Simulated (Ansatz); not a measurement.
We consider WB (model structure, started from the WC type, P-6m2, No. 187, 2 atoms in the cell), described by LDA in Ansatz (PAW).

Settings: plane-wave cutoff 520 eV, 24×24×18 k mesh (along the axes of the cell as run), Fermi–Dirac smearing 0.05 eV, no spin polarisation, scalar-relativistic PAW data made under PBE.

Cell (relaxed at this level):

```yaml
crystal:
  lattice:
    - [2.92852, 0.00000, 0.00000]
    - [-1.46426, 2.53618, 0.00000]
    - [0.00000, 0.00000, 2.97989]
  atoms:
    - { symbol: W, position: [0.00000, 0.00000, 0.00000] }
    - { symbol: B, position: [0.66667, 0.33333, 0.50000] }
```

Task: Estimate the bulk modulus that the calculation returns.

Result: 
- bulk modulus: 315 GPa

Note: the run has no spin polarisation, so it can have missed a magnetic state; the bulk modulus is −V dP/dV from two relaxed cells at ±2 % in volume; the relaxation could raise the start's symmetry but not lower it, so the cell can be a saddle point.

Spin–orbit coupling is not included; it can open a gap where bands touch, and shift volumes and moduli.

Computed values are for the static lattice.

A model structure was made by putting elements into a prototype or built by hand; it is no filed structure, need not be a known phase, and can be a saddle point held by its symmetry.

Ansatz is an electronic-structure program.
